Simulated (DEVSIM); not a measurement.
Structure: abrupt Si p-n junction, at 300 K.

| layer (left to right) | material | thickness (μm) | Nd (cm⁻³) | Na (cm⁻³) | τn (s) | τp (s) |
|---|---|---|---|---|---|---|
| 1 | Si | 26.0 | - | 2.8e16 | 1.5e-6 | 1.5e-6 |
| 2 | Si | 12.0 | 2.9e16 | - | 1.5e-6 | 1.5e-6 |

Left contact: ohmic. Right contact: ohmic. Voltage is applied to the left contact. Recombination: SRH at mid-gap, radiative. Mobility is constant in doping.

This is a model device: material constants are rounded textbook-type values typed into the input, and sizes, dopings and lifetimes were drawn at random. Values at 300 K.

```
parameter           Si
-------------  -------
gap (eV)         1.124
affinity (eV)     4.05
permittivity      11.7
Nc (cm⁻³)      2.86e19
Nv (cm⁻³)       3.1e19
μn (cm²/Vs)       1417
μp (cm²/Vs)        470
B (cm³/s)      4.7e-15
```

Simulated with DEVSIM: 1D drift-diffusion, Boltzmann statistics, complete ionisation; no tunnelling, impact ionisation, image-force lowering or self-heating.

The doping Nd of layer 2 was swept, all else fixed.

```csv
doping Nd of layer 2 (cm^-3),potential step across the device at zero bias (V),dark forward voltage at 100 A/cm² (V),dark forward voltage at 1 A/cm² (V),largest field in the device at zero bias (V/cm)
8.7e14,0.674,0.835,0.582,14000
2.9e15,0.705,0.823,0.605,23000
8.7e15,0.733,0.813,0.626,37000
2.9e16,0.765,0.802,0.643,56000
8.7e16,0.793,0.796,0.650,70000
2.9e17,0.824,0.792,0.654,79000
8.7e17,0.852,0.790,0.655,88000
```

From the first row to the last the potential step across the device at zero bias goes from 0.674 to 0.852. From the first row to the last the dark forward voltage at 100 A/cm² goes from 0.835 to 0.790.
